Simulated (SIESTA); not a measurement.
Band structure of CoAl (Pm-3m, 2 atoms in the cell).

```
CELL_PARAMETERS angstrom
      2.90690     0.00000     0.00000
      0.00000     2.90690     0.00000
      0.00000     0.00000     2.90690
ATOMIC_POSITIONS crystal
  Al 0.50000 0.50000 0.50000
  Co 0.00000 0.00000 0.00000
```

Method of the run: GGA PBE, numerical atomic orbitals DZP, PseudoDojo PBE standard norm-conserving potentials (rewritten from UPF to PSML) in SIESTA.

Settings: XC.functional = GGA; XC.authors = PBE; potentials = PseudoDojo PBE standard; PAO.BasisSize = DZP; PAO.EnergyShift = 0.005 Ry; MeshCutoff = 350 Ry; kgrid.MonkhorstPack = 15 15 15; OccupationFunction = FD; ElectronicTemperature = 0.05 eV; MaxSCFIterations = 150; SCF.Mixer.Method = Pulay; SCF.Mixer.Weight = 0.1; SCF.Mixer.History = 8; SCF.DM.Tolerance = 1.0E-04.

The starting cell has typed, rounded lattice constants, without a prior relaxation at this level. Its lattice was rescaled by a random factor within 2.5 % of one. Spin polarisation is off. Values carry the incompleteness of an atom-centred basis.

Levels in eV from the Fermi level, bands 7 to 12:
```
point      7      8      9     10     11    12
-----  -----  -----  -----  -----  -----  ----
Γ      -2.71  -0.72  -0.72  -0.72   5.79  5.79
X      -2.11  -1.54  -1.54  -0.62   0.15  8.56
M      -2.57  -2.57  -1.33  -1.33  -0.22  2.23
R      -3.66  -0.18  -0.18   2.34   2.34  2.34
```

Bands cross the Fermi level along this path, so the cell is metallic at this level.

Higher empty bands are left out: an atom-centred basis made for the valence describes them poorly.
